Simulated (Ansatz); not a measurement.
## Electron-phonon data for YGe (Cmcm)

Here is the system:

```yaml
crystal:
  lattice:
    - [2.12159, -5.31024, 0.00000]
    - [2.12159, 5.31024, 0.00000]
    - [0.00000, 0.00000, 3.90827]
  atoms:
    - { symbol: Y, position: [0.13865, 0.86135, 0.25000] }
    - { symbol: Y, position: [0.86135, 0.13865, 0.75000] }
    - { symbol: Ge, position: [0.41574, 0.58426, 0.25000] }
    - { symbol: Ge, position: [0.58426, 0.41574, 0.75000] }
```

All values below come from PBEsol, DFPT electron-phonon coupling, linearised Boltzmann equation (plane waves, PAW, scalar-relativistic; Ansatz, a first-principles code). Geometry: relaxed with this functional, without spin-orbit coupling.

```
Quantity                                                                                                       Result
----------------------------------------------------------------------------------  ---------------------------------
resistivity at 300 K                                                                   83 (x), 38 (y), 12.6 (z) μΩ·cm
resistivity at 77 K                                                                 10.7 (x), 4.8 (y), 1.73 (z) μΩ·cm
electron mean free path at 300 K (weighted by the current that each state carries)       8.0 (x), 8.8 (y), 7.2 (z) nm
electron-phonon coupling λ                                                                                       0.27
transport coupling λ_tr                                                                  0.29 (x), 0.28 (y), 0.33 (z)
logarithmic mean phonon energy                                                                               16.7 meV
density of states at the Fermi level                                                       0.95 states/(eV·spin·cell)
Drude plasma energy                                                                     1.96 (x), 2.9 (y), 5.5 (z) eV
Tc for μ* = 0.10 (anisotropic Eliashberg)                                                                   below 1 K
Tc for μ* = 0.13 (anisotropic Eliashberg)                                                                   below 1 K
```

A metal at this level (no band gap). Only scattering by harmonic phonons is included (no impurities, grain boundaries, electron-electron scattering or thermal expansion). Spin-orbit coupling is left out. Halving the electron mesh (20x20x24) moves the resistivity by up to 5 % at 300 K, the mean free path by up to 6 %, the coupling by up to 1 %. Smearing 0.20 eV; phonons on a 4x4x4 q mesh, which this run doesn't test and which matters most at low temperature. Tc comes from the anisotropic Migdal-Eliashberg equations with μ*, a chosen number, referred to 18.5 meV.

Computed structure with no diffraction record at hand here (it may be known, metastable or hypothetical): YGe (Cmcm).
